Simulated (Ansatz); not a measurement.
Consider Na in the hcp (Mg type) structure (space group P6_3/mmc, No. 194; a = 3.721 Å, c = 6.077 Å; relaxed with 0.1 eV smearing). Axes: x lies along a and z along c of the hexagonal cell.

Computed with PBEsol/PAW in Ansatz (an electronic-structure program), no spin-orbit coupling.

Strains are applied to the cell and any free atomic positions relax; under biaxial strain the out-of-plane vector relaxes too.

One change was made to it. Results:

The shortest interatomic distance falls by 0.032 Å (3.721 Å → 3.689 Å); the pressure (mean of the normal stresses, compression positive) stays essentially unchanged (0.0 GPa against 0.1 GPa).

**Question.** What was done to the base?
(A) biaxial strain −1.85 %, plane normal [001], relaxed out of plane
(B) uniaxial strain ε_yy = +4.82 %
(C) biaxial strain −0.87 %, plane normal [001], relaxed out of plane

**Answer.** C, biaxial strain −0.87 %, plane normal [001], relaxed out of plane. For comparison, the shortest interatomic distance in the other runs: uniaxial strain ε_yy = +4.82 % gives 3.715 Å; biaxial strain −1.85 %, plane normal [001], relaxed out of plane gives 3.653 Å.

No phonon test of stability was made. This is not the structure that Na has at room temperature and ambient pressure.
